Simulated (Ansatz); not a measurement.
The starting structures come from a database of crystals and need not be the phases stable at ambient conditions.

 Where the default PAW files enter, the runs use the earlier of Ansatz's two default sets.

Inside the gap of an insulator the Bloch states are evanescent, with a wavenumber k + iκ along the transport direction.

Data:

```
Ag2SnZnS4
1.0
    5.57779     0.00000     0.00000
    2.78890     6.69202     0.00000
    0.00000     2.32454     5.07033
Zn Ag Sn S
1 2 1 4
Direct
  0.00000   0.00000   0.00000
  0.75000   0.50000   0.25000
  0.25000   0.50000   0.75000
  0.50000   0.00000   0.50000
  0.12892   0.23160   0.12892
  0.36052   0.76840   0.87108
  0.63948   0.23160   0.63948
  0.87108   0.76840   0.36052
```

Space group of this cell: I-42m. The cell is taken as given; by r2SCAN its mean pressure is -2.0 GPa.

Transport runs along the normal of the first two printed cell vectors, the (101) plane of the conventional cell.

The gap is the functional's own. No spin-orbit coupling. Mid-gap values are interpolated on the energy grid.

**Question.** Give the band gap and the smallest decay constant κ at mid-gap that r2SCAN (Ansatz, a program for electronic structure) yields.

**Answer.** Gap 0.53 eV on a 6×6×6 mesh; κ = 0.066 1/Å, at the zone centre.
